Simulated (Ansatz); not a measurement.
Input and output of a self-consistent single point for Zn2CuN2 (C2/m, 10 atoms in the cell) (Ansatz, a first-principles code).

Method: PBEsol, default PAW files made with PBE (plane waves; Ansatz).

```
CELL_PARAMETERS angstrom
      5.63736    -1.79238     0.00000
      5.63736     1.79238     0.00000
     -3.72005     0.00000     6.32236
ATOMIC_POSITIONS crystal
  Zn 0.34269 0.34269 0.48949
  Zn 0.65731 0.65731 0.51051
  Zn 0.91818 0.91818 0.22294
  Zn 0.08182 0.08182 0.77706
  Cu 0.62784 0.62784 0.09564
  Cu 0.37216 0.37216 0.90436
  N  0.79967 0.79967 0.35486
  N  0.20033 0.20033 0.64514
  N  0.51053 0.51053 0.79806
  N  0.48947 0.48947 0.20194
```

Reference input (self-consistent single point, DFT, PBEsol, plane waves, default PAW files made with PBE): basis.ecutwfc = 30.9 Ry; kpoints.mp_grid.grid = 7 7 4; hamiltonian.xc = pbesol; hamiltonian.pseudopotentials = {kind: paw} (the program's default PAW files); scf.occupations.method = fermi_dirac; scf.occupations.width = 0.0073 Ry. This run's input differs from it in these lines:

Ansatz 0.2 input:
```diff
@@ -17,3 +17,3 @@
 basis:
-  ecutwfc: 30.9 Ry
+  ecutwfc: 46.3 Ry
 kpoints:
```

The program printed (abridged):

```
SCF iter   1: F=—  HF=-27812.863469 eV  |F-HF|=—  |Δ(HF+E_count)|=         —  Δρ=1.62e-2  dr2=2.90e-1  ethr=1.77e-3  ⟨swp⟩=6.1  Hψ=16688  notcnv=0  defer=45
all-band conjugate gradients solve this SCF's bands
preconditioner: auto → LDOS
SCF iter   2: F=—  HF=-27812.918711 eV  |F-HF|=—  |Δ(HF+E_count)|=   5.52e-2  Δρ=2.29e-2  dr2=4.18e-1  ethr=2.74e-4  ⟨swp⟩=2.0  Hψ=8089  notcnv=0  defer=194
   [... lines left out ...]
SCF iter   6: F=—  HF=-27812.793255 eV  |F-HF|=—  |Δ(HF+E_count)|=   5.76e-5  Δρ=9.39e-5  dr2=7.54e-6  ethr=6.87e-8  ⟨swp⟩=2.0  Hψ=6127  notcnv=0  defer=194
SCF iter   7: F=—  HF=-27812.793255 eV  |F-HF|=—  |Δ(HF+E_count)|=   6.20e-8  Δρ=5.45e-5  dr2=3.00e-6  ethr=7.11e-9  ⟨swp⟩=2.4  Hψ=6087  notcnv=0  defer=194
SCF iter   8: F=—  HF=-27812.793255 eV  |F-HF|=—  |Δ(HF+E_count)|=   4.10e-7  Δρ=2.79e-5  dr2=7.37e-7  ethr=2.83e-9  ⟨swp⟩=2.8  Hψ=6491  notcnv=0  defer=194
SCF iter   9: F=-27812.793255 eV  HF=-27812.793255 eV  |F-HF|=1.91e-8  |Δ(HF+E_count)|=   1.12e-7  Δρ=4.62e-6  dr2=1.49e-8  ethr=9.43e-11  ⟨swp⟩=10.1  Hψ=20861  notcnv=0
SCF 1 converged in 9 iterations: F = -27812.793255 eV  dr2 = 1.49e-8
Free energy (F): -27812.793255 eV
Internal energy: -27812.711571 eV  (E = F + TS)
E sigma→0 (E₀):  -27812.752413 eV
Entropy (-TS):   -0.081684 eV (-8.168 meV/atom)
Fermi energy:    9.043458 eV
--- Forces (eV/Å), atoms counted from 1 ---
  atom   1  Zn    -0.15098663     0.00000000     0.09157565
  atom   2  Zn     0.15098663    -0.00000000    -0.09157565
  atom   3  Zn    -0.07918288     0.00000000     0.10948425
  atom   4  Zn     0.07918288    -0.00000000    -0.10948425
  atom   5  Cu    -0.01978403    -0.00000000     0.01561915
  atom   6  Cu     0.01978403     0.00000000    -0.01561915
  atom   7  N      0.02147424     0.00000000    -0.09843179
  atom   8  N     -0.02147424    -0.00000000     0.09843179
  atom   9  N      0.04204776     0.00000000     0.23128730
  atom  10  N     -0.04204776    -0.00000000    -0.23128730
--- Stress (GPa, compression-positive) ---
       -5.630808      -0.000000      -0.213060
       -0.000000      -7.577240       0.000000
       -0.213066       0.000000      -6.370810
  P = ⅓ Tr σ = -6.5263 GPa (-65.263 kbar)
  The stress holds the Pulay correction. Without it, at fixed plane waves, as pw.x and ABINIT print it: P = -6.5363 GPa
```

The run converged in 9 iterations. Against the reference run the free energy goes down by 3.9 meV/atom, the pressure hardly changes (-6.52 to -6.53 GPa) and the largest force hardly changes (0.239 to 0.235 eV/Å).

The starting cell comes from a database of computed structures (which also holds hypothetical and non-ambient phases and stackings), without a prior relaxation at this level. Spin polarisation is off. Ansatz's pressure includes its estimate of the finite-basis (Pulay) stress. The run gives no clean gap (levels at the Fermi energy touch, overlap or are partly filled at this smearing), which alone does not show that the compound is a metal.

Cost on one core of a shared machine: roughly 70 s.
